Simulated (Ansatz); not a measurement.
**Worked example: self-consistent single point of La₂Se₃ (P-3m1, 5 atoms in the cell) in Ansatz (a quantum-chemistry and plane-wave program)**

Level of theory: PBE (plane waves, PAW; Ansatz).

Input as run:

Ansatz 0.2 input:
```yaml
# La2Se3
crystal:
  lattice:
    - [4.85654500, 0.00000000, 0.00000000]
    - [-2.42827200, 4.20589100, 0.00000000]
    - [0.00000000, 0.00000000, 7.56723200]
  atoms:
    - { symbol: La, position: [0.33333300, 0.66666700, 0.24670000] }
    - { symbol: La, position: [0.66666700, 0.33333300, 0.75330000] }
    - { symbol: Se, position: [0.00000000, 0.00000000, 0.00000000] }
    - { symbol: Se, position: [0.33333300, 0.66666700, 0.64700000] }
    - { symbol: Se, position: [0.66666700, 0.33333300, 0.35300000] }
kpoints:
  mp_grid: { grid: [8, 8, 5] }
hamiltonian:
  xc: pbe
  pseudopotentials: { kind: paw }
scf:
  occupations: { method: gaussian, width: 0.2 }
output:
  forces: true
  eigenvalues: true
  stress: true
```

Output, abridged:

```
WARN the atoms were moved onto the symmetric positions of the space group found under crystal.symmetry.tolerance 1.0e-5 (fractional …
WARN basis.ecutwfc = 420 eV, the default
WARN ansatz: RAYON_NUM_THREADS=1 ignored (pool sized by the plan → 1); use --threads N
Pseudopotentials: kind: paw
Pseudopotential: La, paw, valence charge 11
Pseudopotential: Se, paw, valence charge 16
Crystal: 5 atoms, lattice volume = 154.569 Å³
Basis set: ecut = 420 eV, 3007 PW (Γ), exchange–correlation on 72×72×108 points (8 copies of the dense FFT grid, shifted against one another)
Bands: 42, of which v1, the nominal top of the filled ones, is band 35 counted from 1 (34 counted from 0)
Symmetry: 12 space group operations
Space group: P-3m1 (ITA 164), of the structure as read, at distance tolerance 5.4e-5 Å
k-points: 40 of 320
Initial density: superposition of atomic densities (neutral atoms: chi_scale 0, normalization atom), corrected by the library's trained network
Initial wavefunctions: pseudopotential atomic-orbital guess
Eigensolver: davidson
Functional: x = pbe(κ = 0.804, μ = 0.2195149727645171), c = pbe(β = 0.06672455060314922)
SCF iter   1: F=—  HF=-28917.226348 eV  |F-HF|=—  |Δ(HF+E_count)|=         —  Δρ=2.87e-3  dr2=5.51e-3  ethr=1.77e-3  ⟨swp⟩=5.5  Hψ=5814  notcnv=0
all-band conjugate gradients solve this SCF's bands
preconditioner: auto → Resta (q_TF=auto, 2.391 Å⁻¹)
SCF iter   2: F=—  HF=-28917.224563 eV  |F-HF|=—  |Δ(HF+E_count)|=   1.79e-3  Δρ=1.60e-3  dr2=1.53e-3  ethr=7.87e-6  ⟨swp⟩=2.3  Hψ=3314  notcnv=0
SCF iter   3: F=—  HF=-28917.228064 eV  |F-HF|=—  |Δ(HF+E_count)|=   3.50e-3  Δρ=2.72e-4  dr2=1.15e-4  ethr=2.18e-6  ⟨swp⟩=2.5  Hψ=3096  notcnv=0
SCF iter   4: F=—  HF=-28917.228313 eV  |F-HF|=—  |Δ(HF+E_count)|=   2.49e-4  Δρ=1.13e-4  dr2=2.95e-5  ethr=1.65e-7  ⟨swp⟩=2.0  Hψ=2996  notcnv=0
SCF iter   5: F=—  HF=-28917.228401 eV  |F-HF|=—  |Δ(HF+E_count)|=   8.77e-5  Δρ=4.72e-5  dr2=6.88e-6  ethr=4.21e-8  ⟨swp⟩=2.0  Hψ=2157  notcnv=0
SCF iter   6: F=—  HF=-28917.228422 eV  |F-HF|=—  |Δ(HF+E_count)|=   2.06e-5  Δρ=1.75e-5  dr2=8.38e-7  ethr=9.83e-9  ⟨swp⟩=2.1  Hψ=2307  notcnv=0
SCF iter   7: F=-28917.228423 eV  HF=-28917.228423 eV  |F-HF|=6.27e-8  |Δ(HF+E_count)|=   1.27e-6  Δρ=5.70e-6  dr2=8.35e-8  ethr=1.43e-10  ⟨swp⟩=12.9  Hψ=9413  notcnv=0
SCF 1 converged in 7 iterations: F = -28917.228423 eV  dr2 = 8.35e-8
SCF converged after 7 iterations
Free energy (F): -28917.228423 eV
Harris-Foulkes:  -28917.228423 eV  (|F-HF|=6.27e-8)
Internal energy: -28917.228423 eV  (E = F + TS)
E sigma→0 (E₀):  -28917.228423 eV
Fermi energy:    9.197574 eV
--- Per-component energies (eV) ---
  E_band       = -1228.090382
  E_kinetic    = 739.565211
  E_local      = -8658.953676  (includes V_loc(G=0)·N_el)
  E_nonlocal   = -1596.015216
  E_hartree    = 4174.187417
  E_xc         = -592.608714
  E_vxc        = -591.303457  (∫ρ·V_xc dr)
  E_paw        = -16567.168543  (= ΣΔE_a)
  E_vpaw       = 530.239951  (= ΣTr[D̂ρ^β])
  E_aug_tail   = -0.001764  (compensation charges beyond the density's cutoff)
  E_ewald      = -6416.233137
  E_smearing   = -0.000000  (= −TS)
  E_closure    = -0.000000  (closes the sum)
  Σ components = -28917.228423   (vs F -28917.228423, Δ=0.00e0)
--- Forces (eV/Å), atoms counted from 1 ---
  atom   1  La    -0.00000000     0.00000000    -0.39114194
  atom   2  La     0.00000000    -0.00000000     0.39114194
  atom   3  Se     0.00000000     0.00000000     0.00000000
  atom   4  Se    -0.00000000    -0.00000000    -0.06380056
  atom   5  Se     0.00000000     0.00000000     0.06380056
  max |Σ_I F_I| component: 2.31e-18 eV/Å
--- Stress (GPa, compression-positive) ---
        0.014756       0.000000       0.000000
        0.000000       0.014756      -0.000000
       -0.000000      -0.000000      -0.299475
  P = ⅓ Tr σ = -0.0900 GPa (-0.900 kbar)
  The stress holds the Pulay correction. Without it, at fixed plane waves, as pw.x and ABINIT print it: P = -0.0956 GPa
--- Band table (eV; the first three rows and the last of 40) ---
  k-point 0: bands = ["-37.9887", "-37.9882", "-37.9866", "-37.9866", "-37.9863", "-37.9863", "-37.9833", "-37.9833", "-37.9822", "-37.9822", "-37.9196", "-37.9196", "-37.9094", "-37.9094", "-37.9045", "-23.8698", "-23.8544", "-7.8987", "-7.5777", [...]
  k-point 1: bands = ["-37.9887", "-37.9882", "-37.9866", "-37.9866", "-37.9863", "-37.9863", "-37.9833", "-37.9833", "-37.9822", "-37.9822", "-37.9196", "-37.9196", "-37.9094", "-37.9094", "-37.9045", "-23.8684", "-23.8559", "-7.8735", "-7.5747", [...]
  k-point 2: bands = ["-37.9887", "-37.9882", "-37.9866", "-37.9866", "-37.9863", "-37.9863", "-37.9833", "-37.9833", "-37.9822", "-37.9822", "-37.9196", "-37.9196", "-37.9094", "-37.9094", "-37.9045", "-23.8648", "-23.8594", "-7.8153", "-7.6292", [...]
  k-point 39: bands = ["-37.9885", "-37.9884", "-37.9865", "-37.9865", "-37.9865", "-37.9863", "-37.9832", "-37.9828", "-37.9827", "-37.9823", "-37.9196", "-37.9196", "-37.9094", "-37.9094", "-37.9045", "-23.8534", "-23.8527", "-7.9468", "-7.9212", [...]
```

The run converged in 7 iterations.

The starting cell was generated: these elements placed on a structure prototype, without a prior relaxation; it need not be a known phase or ordering of this composition. Ansatz's pressure includes its estimate of the finite-basis (Pulay) stress.
